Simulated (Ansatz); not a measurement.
**A computed series for SnSe2: response to strain**

The reference is SnSe2 in the CdI2 type structure (space group P-3m1, No. 164; a = 3.7936 Å, c = 5.7438 Å; layered, stacked along the Cartesian z axis).

Strains are applied to the cell and any free atomic positions relax.

Level of theory: PBEsol-D3(BJ), PAW, 420 eV (Ansatz, an electronic-structure program; spin-orbit coupling left out).

Only one of these has no band gap. Which?
A. isotropic strain +0.50 %
B. isotropic strain −2.00 %
C. isotropic strain +3.00 %

B, isotropic strain −2.00 %. Computed: isotropic strain +3.00 %: 0.20 eV; isotropic strain −2.00 %: zero; isotropic strain +0.50 %: 0.05 eV

A case with no gap was solved on a k-mesh chosen for an insulator, which is coarse for it. No phonon test of stability was made. The final runs are not spin-polarised. Gaps under 0.05 eV, about the width of the smearing, are given as zero. A zero or small gap of SnSe2 can be the functional's error rather than a property of the material.
